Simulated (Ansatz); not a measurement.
InP, response to strain

Take InP in the zinc blende structure (space group F-43m, No. 216; a = 5.907 Å) as the base. Axes: x, y, z lie along the cube axes.

Strains are applied to the cell and any free atomic positions relax.

Level of theory: r2SCAN, PAW, 500 eV (Ansatz, a first-principles code; without spin-orbit coupling).

Notes on the quantities. energy relative to the base: free energy F.

```json
[
 {"uniaxial strain ε_zz (%)": "0", "energy relative to the base (meV/atom)": "0.0"},
 {"uniaxial strain ε_zz (%)": "0.5", "energy relative to the base (meV/atom)": "0.2"},
 {"uniaxial strain ε_zz (%)": "1", "energy relative to the base (meV/atom)": "0.8"},
 {"uniaxial strain ε_zz (%)": "1.5", "energy relative to the base (meV/atom)": "1.8"},
 {"uniaxial strain ε_zz (%)": "2", "energy relative to the base (meV/atom)": "3.1"},
 {"uniaxial strain ε_zz (%)": "2.5", "energy relative to the base (meV/atom)": "?"},
 {"uniaxial strain ε_zz (%)": "3", "energy relative to the base (meV/atom)": "6.9"}
]
```

Fit ΔE = Aε² + Bε³ (ε in %) to the rows shown and predict the withheld row.

Least squares on the printed values gives A = 0.811 and B = -0.015 meV/atom (largest residual 0.0 meV/atom); this predicts 4.8 meV/atom, and the run gives 4.8 meV/atom, in agreement.

No phonon test of stability was made.
